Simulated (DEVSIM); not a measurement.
System: Au/SiON/SiO2/n-Si capacitor, at 400 K.

```csv
layer (left to right),material,thickness (nm),Nd (cm⁻³)
1,SiON,2.80,-
2,SiO2,0.580,-
3,Si,960,3.6e16
```

Metal gate on the left, work function 5.1 eV. Fixed charge at the semiconductor interface 0 cm⁻² (in units of +e); no interface traps.

The device is made up for the run: typed textbook-type constants, with dimensions and the other settings drawn at random. Values at 300 K; Nc and Nv go as T^1.5, mobilities as T to minus their exponent, the gap by Varshni's rule with the affinity fixed.

```
parameter         SiON  SiO2        Si
----------------  ----  ----  --------
gap (eV)             7     9     1.124
affinity (eV)      1.4   0.9      4.05
permittivity       5.5   3.9      11.7
Nc (cm⁻³)            -     -   2.86e19
Nv (cm⁻³)            -     -    3.1e19
Varshni α (eV/K)     -     -  0.000473
Varshni β (K)        -     -       636
```

DEVSIM, 1D Poisson equation in equilibrium, Boltzmann statistics, complete ionisation; no quantum confinement or tunnelling. Metal contacts follow the ideal Schottky-Mott rule: no Fermi-level pinning, no interface dipoles.

Tabulate band edges, carrier densities and field at 0.3 V on the gate.

Energies count from the Fermi level of the right contact; mesh points crowd at the junctions.

| x (μm) | Ec (eV) | Ev (eV) | n (cm⁻³) | p (cm⁻³) | field (V/cm) |
|---|---|---|---|---|---|
| 0.000 | 3.400 | -3.600 | < 1e2 | < 1e2 | -150000 |
| 0.0008386 | 3.388 | -3.612 | < 1e2 | < 1e2 | -150000 |
| 0.001677 | 3.376 | -3.624 | < 1e2 | < 1e2 | -150000 |
| 0.002542 | 3.363 | -3.637 | < 1e2 | < 1e2 | -150000 |
| 0.003152 | 3.852 | -5.148 | < 1e2 | < 1e2 | -200000 |
| 0.003904 | 0.694 | -0.402 | 7.9e10 | 4.1e14 | -68000 |
| 0.005424 | 0.684 | -0.413 | 1.1e11 | 3.0e14 | -67000 |
| 0.01021 | 0.652 | -0.444 | 2.7e11 | 1.2e14 | -64000 |
| 0.01741 | 0.607 | -0.489 | 9.8e11 | 3.3e13 | -60000 |
| 0.03211 | 0.524 | -0.572 | 1.1e13 | 3.0e12 | -52000 |
| 0.06100 | 0.397 | -0.700 | 4.4e14 | 7.3e10 | -36000 |
| 0.1438 | 0.256 | -0.841 | 2.7e16 | 1.2e9 | -4100 |
| 0.2715 | 0.245 | -0.851 | 3.6e16 | 9.0e8 | -27 |
| 0.5149 | 0.245 | -0.851 | 3.6e16 | 9.0e8 | ≈ 0 |
| 0.7779 | 0.245 | -0.851 | 3.6e16 | 9.0e8 | ≈ 0 |
| 0.8696 | 0.245 | -0.851 | 3.6e16 | 9.0e8 | ≈ 0 |
| 0.9163 | 0.245 | -0.851 | 3.6e16 | 9.0e8 | ≈ 0 |
| 0.9392 | 0.245 | -0.851 | 3.6e16 | 9.0e8 | ≈ 0 |
| 0.9540 | 0.245 | -0.851 | 3.6e16 | 9.0e8 | ≈ 0 |
| 0.9592 | 0.245 | -0.851 | 3.6e16 | 9.0e8 | ≈ 0 |
| 0.9618 | 0.245 | -0.851 | 3.6e16 | 9.0e8 | ≈ 0 |
| 0.9634 | 0.245 | -0.851 | 3.6e16 | 9.0e8 | ≈ 0 |
